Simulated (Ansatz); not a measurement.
A self-consistent single point of Hf (P6_3/mmc, 4 atoms in the cell) with Ansatz (a first-principles code).

Method of the run: PBE, PAW files (plane waves; Ansatz).

```xyz
4
Lattice="3.1093 0.0000 0.0000 -1.5546 2.6927 0.0000 0.0000 0.0000 10.0042" Properties=species:S:1:pos:R:3 pbc="T T T"
Hf     0.0000     0.0000     0.0000
Hf     0.0000     0.0000     5.0021
Hf     0.0000     1.7952     2.5010
Hf     1.5546     0.8976     7.5031
```

Reference input (self-consistent single point, DFT, PBE, plane waves, PAW files): basis.ecutwfc = 420 eV; kpoints.mp_grid.grid = 12 12 4; hamiltonian.xc = pbe; hamiltonian.pseudopotentials = {kind: paw} (an earlier, softer set of the program's PAW files); scf.occupations.method = cold; scf.occupations.width = 0.136 eV. This run's input differs from it in these lines:

Ansatz 0.2 input:
```diff
@@ -11,3 +11,3 @@
 basis:
-  ecutwfc: 420.0 eV
+  ecutwfc: 250.0 eV
 kpoints:
```

Output, abridged:

```
SCF iter   1: F=—  HF=-62886.890702 eV  |F-HF|=—  |Δ(HF+E_count)|=         —  Δρ=4.27e-2  dr2=1.60e0  ethr=3.10e-3  ⟨swp⟩=4.0  Hψ=9595  notcnv=0
all-band conjugate gradients solve this SCF's bands
preconditioner: auto → Kerker (q_TF=auto, 2.829 Å⁻¹)
SCF iter   2: F=—  HF=-62885.422330 eV  |F-HF|=—  |Δ(HF+E_count)|=    1.47e0  S|Δr|=    0.00e0  Δρ=2.03e-2  dr2=3.56e-1  ethr=1.54e-3  ⟨swp⟩=2.0  Hψ=7537  notcnv=0  defer=215
   [... lines left out ...]
SCF iter   6: F=—  HF=-62885.344839 eV  |F-HF|=—  |Δ(HF+E_count)|=   7.04e-5  S|Δr|=    0.00e0  Δρ=5.92e-5  dr2=1.41e-6  ethr=1.69e-7  ⟨swp⟩=2.0  Hψ=6336  notcnv=0  defer=215
SCF iter   7: F=—  HF=-62885.344839 eV  |F-HF|=—  |Δ(HF+E_count)|=   6.98e-8  S|Δr|=    0.00e0  Δρ=1.11e-5  dr2=1.09e-7  ethr=9.62e-11  ⟨swp⟩=8.3  Hψ=14096  notcnv=0
SCF iter   8: F=-62885.344839 eV  HF=-62885.344839 eV  |F-HF|=2.09e-8  |Δ(HF+E_count)|=   6.98e-9  S|Δr|=    0.00e0  Δρ=4.33e-6  dr2=3.20e-8  ethr=9.62e-11  ⟨swp⟩=3.0  Hψ=9601  notcnv=0
SCF 1 converged in 8 iterations: F = -62885.344839 eV  dr2 = 3.20e-8
Stability not checked (fill_not_monotonic)
Free energy (F): -62885.344839 eV
Internal energy: -62885.342092 eV  (E = F + TS)
E sigma→0 (E₀):  -62885.343923 eV
Entropy (-TS):   -0.002746 eV (-0.687 meV/atom)
Fermi energy:    19.325473 eV
--- Forces (eV/Å), atoms counted from 1 ---
  atom   1  Hf     0.00000000     0.00000000     0.00000000
   [... zero for the other atoms too ...]
--- Stress (GPa, compression-positive) ---
       10.015151       0.000000       0.000000
        0.000000      10.015151       0.000000
        0.000000       0.000000       8.814011
  P = ⅓ Tr σ = 9.6148 GPa (96.148 kbar)
  The stress holds the Pulay correction. Without it, at fixed plane waves, as pw.x and ABINIT print it: P = -28.9371 GPa
```

The run converged in 8 iterations. Against the reference run the free energy goes up by 771 meV/atom and the pressure hardly changes (9.53 to 9.61 GPa).

The starting cell was generated: these elements placed on a structure prototype, without a prior relaxation; it need not be a known phase or ordering of this composition. Its lattice was rescaled by a random factor within 2.5 % of one. Ansatz's pressure includes its estimate of the finite-basis (Pulay) stress. Without the estimate this run gives -28.94 GPa. The cutoff lies below the one recommended for these files.
